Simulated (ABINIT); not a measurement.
A self-consistent single point of PbF2 (Fm-3m, 3 atoms in the cell) with ABINIT.

Method of the run: PBE, PAW (JTH v2.0 PBE PAW) (plane waves; ABINIT).

The change in words: lattice scaled by 0.98. Reference geometry:
```
CELL_PARAMETERS angstrom
      0.00000     2.91920     2.91920
      2.91920     0.00000     2.91920
      2.91920     2.91920     0.00000
ATOMIC_POSITIONS crystal
  Pb 0.00000 0.00000 0.00000
  F  0.75000 0.75000 0.75000
  F  0.25000 0.25000 0.25000
```

Reference input (self-consistent single point, DFT, PBE, plane waves, PAW (JTH v2.0 PBE PAW)): pseudos = [Pb.GGA_PBE-JTH.xml, F.GGA_PBE-JTH.xml]; ecut = 653 eV; pawecutdg = 1306 eV; pawxcdev = 0; ixc = 11; occopt = 1; ngkpt = 10 10 10; nshiftk = 1; shiftk = 0 0 0; potentials = JTH v2.0 PBE PAW; nband = 18; kptopt = 1. This run's input differs from it in these lines:

```diff
@@ -5,5 +5,5 @@
 rprim
-         0.0000000000    2.9192010000    2.9192010000
-         2.9192010000    0.0000000000    2.9192010000
-         2.9192010000    2.9192010000    0.0000000000
+        -0.0000000000    2.8608170000    2.8608170000
+         2.8608170000   -0.0000000000    2.8608170000
+         2.8608170000    2.8608170000   -0.0000000000
 natom 3
@@ -14,4 +14,4 @@
          0.0000000000    0.0000000000    0.0000000000
-         4.3788015000    4.3788015000    4.3788015000
-         1.4596005000    1.4596005000    1.4596005000
+         4.2912255000    4.2912255000    4.2912255000
+         1.4304085000    1.4304085000    1.4304085000
       Angstrom
```

Output (repeated stretches shortened):

```
--- !BeginCycle
solver: {iscf: 17, nstep: 60, nline: 4, wfoptalg: 10, }
tolerances: {tolvrs: 1.00E-10, }
...

     iter   Etot(hartree)      deltaE(h)  residm     nres2
 ETOT  1  -106.12184903017    -1.061E+02 4.681E+00 8.621E+01
 ETOT  2  -110.69502726567    -4.573E+00 5.822E-01 3.543E+02
 ETOT  3  -110.23596721510     4.591E-01 3.069E-01 1.677E+02
 ETOT  4  -110.14761253607     8.835E-02 5.384E-02 3.548E+01
 ETOT  5  -110.27596410859    -1.284E-01 3.527E-02 1.217E+02
   [... 17 lines left out ...]
 ETOT 23  -110.07002053778    -2.203E-08 8.540E-08 1.285E-07
 ETOT 24  -110.07002053783    -5.241E-11 8.815E-09 1.440E-08
 ETOT 25  -110.07002053783    -6.295E-12 1.291E-08 1.616E-10
 ETOT 26  -110.07002053783     6.253E-13 2.070E-09 4.957E-11
 At SCF step   26       nres2   =  4.96E-11 < tolvrs=  1.00E-10 =>converged.

 Cartesian components of stress tensor (hartree/bohr^3)
  sigma(1 1)= -4.38787179E-04  sigma(3 2)=  0.00000000E+00
  sigma(2 2)= -4.38787179E-04  sigma(3 1)=  0.00000000E+00
  sigma(3 3)= -4.38787179E-04  sigma(2 1)=  0.00000000E+00

 ----iterations are completed or convergence reached----

 reduced coordinates (array xred) for    3 atoms
       0.000000000000      0.000000000000      0.000000000000
       0.750000000000      0.750000000000      0.750000000000
       0.250000000000      0.250000000000      0.250000000000
 cartesian forces (eV/Angstrom) at end:
    1     -0.00000000000000    -0.00000000000000    -0.00000000000000
    2     -0.00000000000000    -0.00000000000000    -0.00000000000000
   [... lines left out ...]
 Fermi (or HOMO) energy (hartree) =   0.12600   Average Vxc (hartree)=  -0.34578
   [... lines left out ...]
local_psp           : -1.03084556258146E+02
total_energy        : -1.10070020507600E+02
total_energy_eV     : -2.99515757951038E+03
...

-Cartesian components of stress tensor (GPa)         [Pressure=  1.2910E+01 GPa]
- sigma(1 1)= -1.29095623E+01  sigma(3 2)=  0.00000000E+00
- sigma(2 2)= -1.29095623E+01  sigma(3 1)=  0.00000000E+00
- sigma(3 3)= -1.29095623E+01  sigma(2 1)=  0.00000000E+00

 Calculation completed.
```

The run converged in 26 iterations. Against the reference run the free energy goes up by 60.0 meV/atom, the pressure goes from 6.21 to 12.91 GPa and the gap on the mesh goes from 4.416 to 4.382 eV.

The starting cell comes from a database of computed structures (which also holds hypothetical and non-ambient phases and stackings), without a prior relaxation at this level. Its lattice was rescaled by a random factor within 2.5 % of one. For this run, on top of that: lattice scaled by 0.98. Spin-orbit coupling is off. With a pressure of about 13 GPa the cell is away from its equilibrium volume at this level.

Cost on one core of a shared machine: roughly 3 min.
